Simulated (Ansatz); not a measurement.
An Ansatz (an electronic-structure program) input (Ansatz r2SCAN, no spin-orbit coupling):

Ansatz 0.2 input:
```yaml
crystal:
  lattice:
    - [0, 2.9201725634, 2.9201725634]
    - [2.9201725634, 0, 2.9201725634]
    - [2.9201725634, 2.9201725634, 0]
  atoms:
    - { symbol: Te, position: [0.75, 0.75, 0.75] }
    - { symbol: Cu, position: [0, 0, 0] }
basis: { ecutwfc: 500, ecutrho_ratio: 4, xc_grid: 4, fft_grid_basis: typed }
kpoints: { mp_grid: { grid: [14, 14, 14] } }
hamiltonian:
  xc: r2scan
  dispersion: none
  pseudopotentials: { kind: paw }
scf: { occupations: { method: fermi_dirac, width: 0.05 }, convergence: { dr2_threshold: 0.0000000002 } }
output: { forces: true, stress: true }
checkpoint: { write: state.ck, write_every: 1000 }
```

Problem. Which symmetry and how many k-points will the program report, and about how many plane waves at Γ?

Solution. Space group F-43m (ITA 216) with 24 operations, k-points 104 of 2744, and 1243 plane waves at Γ.

No phonon test of stability was made. The final runs are not spin-polarised. An odd electron count without spin: CuTe. The cell was made from CuI by this change: I → Te; the result is a hypothetical phase, not in the database extracts checked.
